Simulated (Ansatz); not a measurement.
Defect migration in zinc-blende BN: O-vacancy pair (O on one host N site, one N site vacant), charge state +2. The step: a nearby N atom hops onto the vacant site (O-vacancy distance between ideal sites 2.56 Å throughout); the atom moves 2.53 Å along (-0.49, 0.49, 0.00) of the unit cell; the moving atom starts with neighbours B at 1.53, B at 1.54, B at 1.58, B at 1.61 Å and ends with B at 1.53, B at 1.54, B at 1.58, B at 1.61 Å. A PBE band in Ansatz (plane-wave PAW, a 2×2×2 k-point mesh shifted by half a step, 64 host sites, 161 SCF runs with any check of the saddle's order, static, no finite-size correction) gives a forward barrier of 6.52 eV. The check of the saddle point's order was inconclusive. The charge state is imposed; whether it is stable for some Fermi level was not computed. Forms of the defect that were not tried may lie lower. The start lies 0.17 eV above the lowest site run (PBE).

Single points at the band's start and saddle point can refine it. Rough cost of one point, in units of the band's mean SCF on the same machine:

```json
[
 {"Level": "PBE, a 3×3×3 k-point mesh shifted by half a step", "Cost of one point": "about 4"},
 {"Level": "r2SCAN at 500 eV, a 2×2×2 k-point mesh shifted by half a step", "Cost of one point": "about 3"}
]
```

### Question
Which of these move the barrier by more than 0.1 eV, and how far does each move it?

### Answer
PBE, a 3×3×3 k-point mesh shifted by half a step: 0.00 eV; r2SCAN at 500 eV, a 2×2×2 k-point mesh shifted by half a step: +0.19 eV. Each functional is compared with PBE at the same k-points.

Ansatz is a program for electronic structure.
